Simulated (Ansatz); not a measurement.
Functionals compared on the (100) surface of alpha tin, 3x1 monohydride and dihydride rows (bottom of the slab: dihydride, held), in Ansatz (plane waves, PAW). The structure was relaxed with PBE; the other rows are single points on it. Cutoff 420 eV (500 eV for r2SCAN).

Slab: 34 atoms, 14.3 Å thick at the start with caps and adatoms; k 2x6x1, smearing 0.025 eV, dipole-corrected; 12 atoms held, the rest relaxed; start symmetry kept, larger cells not searched; no spin, no spin-orbit, no U. It is one candidate, not shown to be the stable structure of the face. These notes are the PBE run's.

```tsv
functional	gap of the slab on its k-mesh (eV)	highest filled level below the top vacuum level (eV)	rough cost of the single point
PBE	0.29	4.72	–
r2SCAN	[?]	[?]	very roughly 8 core-minutes
```

Question: Fill in the missing entries.

Answer: 
- r2SCAN, gap of the slab on its k-mesh (eV): 0.54
- r2SCAN, highest filled level below the top vacuum level (eV): 4.85

Ansatz is a quantum-chemistry and plane-wave program.
